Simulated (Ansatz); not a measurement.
An Ansatz (a program for electronic structure) input (r2SCAN (Ansatz, PAW, scalar-relativistic without spin-orbit coupling)):

Ansatz 0.2 input:
```yaml
crystal:
  lattice:
    - [0, 2.8333512936, 2.7987844078]
    - [2.8333512936, 0, 2.7987844078]
    - [2.8333512936, 2.8333512936, 0]
  atoms:
    - { symbol: As, position: [0.75, 0.75, 0.75] }
    - { symbol: Ga, position: [0, 0, 0] }
basis: { ecutwfc: 500, ecutrho_ratio: 4, xc_grid: 4, fft_grid_basis: typed }
kpoints: { mp_grid: { grid: [10, 10, 10] } }
hamiltonian:
  xc: r2scan
  dispersion: none
  pseudopotentials: { kind: paw }
scf: { occupations: { method: fermi_dirac, width: 0.05 }, convergence: { dr2_threshold: 0.0000000002 } }
relax: { f_tol: 0.005, max_steps: 50 }
output: { forces: true, stress: true }
checkpoint: { write: state.ck, write_every: 1000 }
```

Question: Which symmetry and how many k-points will the program report, and about how many plane waves at Γ?

Answer: Space group I-4m2 (ITA 119) with 8 operations, k-points 102 of 1000, and 1139 plane waves at Γ.

Question: And the final pressure?

Answer: 0.91 GPa (compression positive).

The cells carry an imposed strain or load. Whether these cells are dynamically stable was not tested. The cell was made from GaAs in the zinc blende structure (space group F-43m, No. 216) by this change: uniaxial strain ε_zz = −1.22 %.
